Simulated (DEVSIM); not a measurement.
Device: abrupt GaAs p-n junction, at 300 K.

Layer 1 from the left is GaAs, thickness (μm) 8.60, Na (cm⁻³) 1.8e16, τn (s) 3.2e-10, τp (s) 3.2e-10. Layer 2 from the left is GaAs, thickness (μm) 130, Nd (cm⁻³) 2e17, τn (s) 3.2e-10, τp (s) 3.2e-10.

Left contact: ohmic. Right contact: ohmic. Voltage is applied to the left contact. Recombination: SRH at mid-gap, radiative, Auger. Mobility is μmin + (μ − μmin)/(1 + (N/Nref)^α).

This is a model device: material constants are rounded textbook-type values typed into the input, and sizes, dopings and lifetimes were drawn at random. Values at 300 K.

GaAs: gap (eV) 1.424, affinity (eV) 4.07, permittivity 12.9, Nc (cm⁻³) 4.7e17, Nv (cm⁻³) 9e18, μn (cm²/Vs) 8500, μp (cm²/Vs) 400, μn,min 500, μp,min 20, Nref,n 6e16, Nref,p 1.5e17, αn 0.39, αp 0.38, B (cm³/s) 2e-10, Cn (cm⁶/s) 1e-30, Cp (cm⁶/s) 1e-30.

Task: Estimate by hand the built-in potential, the peak field at zero bias, the capacitance at -1.5 V, and compare with a numerical solution.

Result: 
- Built-in potential: ni = √(Nc Nv) exp(−Eg/2kT) = 2250000 cm⁻³ with Eg = 1.424 eV; Vbi = kT/q ln(Na Nd/ni²) = 1.241 V; numerical 1.241 V.
- Peak field at zero bias: depletion approximation: W = √(2εVbi/(qN)) = 0.327 μm with N = 1.65e16 cm⁻³; field = 2Vbi/W = 75800 V/cm; numerical 74300 V/cm (estimate above by 2.0 %).
- Capacitance at -1.5 V: C = √(qεN / 2(Vbi + |V|)) = 23.5 nF/cm²; numerical 23.7 nF/cm² (estimate below by 0.95 %).

Model (solved in DEVSIM): 1D drift-diffusion, Boltzmann statistics, complete ionisation; no tunnelling, impact ionisation, image-force lowering or self-heating.
